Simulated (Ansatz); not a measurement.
## A computed series for GaP: pressure series

The parent structure is GaP in the zinc blende structure (space group F-43m, No. 216).

Space group F-43m (No. 216); a = b = c = 5.5060 Å, α = β = γ = 90.00°

```
atom  site  symmetry       x       y       z
----  ----  --------  ------  ------  ------
P       4c      -43m  0.2500  0.2500  0.2500
Ga      4a      -43m  0.0000  0.0000  0.0000
```
(The calculation used a cell of 2 atoms; values per cell refer to that cell.)

Cell and atoms are relaxed at each pressure.

Calculations: plane-wave PAW DFT at the PBE level (Ansatz, a quantum-chemistry and plane-wave program, 420 eV), scalar-relativistic without spin-orbit coupling.

Computed cases, in order: pressure −2 GPa; pressure −1 GPa; 0 GPa (base); pressure 0.9 GPa; pressure 2.1 GPa; pressure 4.5 GPa; pressure 9 GPa; pressure 15 GPa; pressure 22.5 GPa; pressure 30 GPa.

### Question
Between which two neighbouring cases does the gap turn between direct and indirect?

### Answer
Between 0 GPa (base) (1.58 eV, direct at Γ) and pressure 0.9 GPa (1.62 eV, indirect, Γ → L). The whole series: pressure −2 GPa: 1.36 eV, direct at Γ; pressure −1 GPa: 1.47 eV, direct at Γ; 0 GPa (base): 1.58 eV, direct at Γ; pressure 0.9 GPa: 1.62 eV, indirect, Γ → L; pressure 2.1 GPa: 1.60 eV, indirect, Γ → Γ–X (87 % along); pressure 4.5 GPa: 1.55 eV, indirect, Γ → Γ–X (87 % along); pressure 9 GPa: 1.47 eV, indirect, Γ → Γ–X (87 % along); pressure 15 GPa: 1.37 eV, indirect, Γ → Γ–X (88 % along); pressure 22.5 GPa: 1.24 eV, indirect, Γ → Γ–X (88 % along); pressure 30 GPa: 1.13 eV, indirect, Γ → Γ–X (88 % along).

Load acts through the strain it causes; cell and atoms are relaxed under it. Stability against distortions was not tested. The real GaP has an indirect gap at ambient pressure; PBE orders its close-lying valleys differently. Measured, GaP leaves this structure (for a Cmcm phase) near 26 GPa (temperature not stated; as listed in Datta, Sujoy, Jana, Debnarayan, arXiv (2020)).
